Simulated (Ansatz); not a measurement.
Take Ag in the fcc (Cu type) structure (space group Fm-3m, No. 225; relaxed with 0.1 eV smearing) as the base.

```yaml
crystal:
  lattice:
    - [0.00000, 2.07416, 2.07416]
    - [2.07416, 0.00000, 2.07416]
    - [2.07416, 2.07416, 0.00000]
  atoms:
    - { symbol: Ag, position: [0.00000, 0.00000, 0.00000] }
```

Level of theory: Ansatz (a quantum-chemistry and plane-wave program), PBE, PAW, cutoff 420 eV, without spin-orbit coupling.

Before the change:

- Pressure = 0.0 GPa

One thing is altered: an isotropic linear strain of −1.50 %; the atoms relax in the strained cell.

Problem. Predict the new pressure and energy relative to the base.

Solution. The pressure goes from zero to 4.7 GPa; the energy increases by 11 meV/atom.

No phonon test of stability was made.
